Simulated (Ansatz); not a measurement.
Take Be in the hcp (Mg type) structure (space group P6_3/mmc, No. 194; a = 2.263 Å, c = 3.563 Å) as the base. Axes: x lies along a and z along c of the hexagonal cell.

The values are results of DFT with r2SCAN, PAW potentials and a 500 eV plane-wave cutoff in Ansatz (a quantum-chemistry and plane-wave program), no spin-orbit coupling, earlier PAW set, not measurements.

For the base:

```
Quantity  Result
--------  ------
Band gap    zero
```

Perturbation: a free-standing slab of 5 layers (5 atoms, 1 a layer) is cut normal to the z axis, with 15 Å of vacuum and the in-plane cell held at bulk.

Problem. Estimate the effect on the change of the spacing d12 from its bulk value of 1.782 Å.

Solution. The change of the spacing d12 from its bulk value of 1.782 Å is +3.0 %.

Problem. Estimate the effect on the excess energy per area of both faces.

Solution. The excess energy per area of both faces (slab less bulk energy over the cell's area: twice a surface energy) is 3.7 J/m² (uncertain by up to 0.2 J/m²).

Problem. What does the calculation give for the change of the spacing d23 from its bulk value of 1.782 Å after the change?

Solution. The change of the spacing d23 from its bulk value of 1.782 Å amounts to +1.7 %.

Problem. Estimate the effect on the band gap.

Solution. The band gap stays zero.

The excess energy carries the mismatch between the slab's and the bulk's meshes. No phonon test of stability was made.
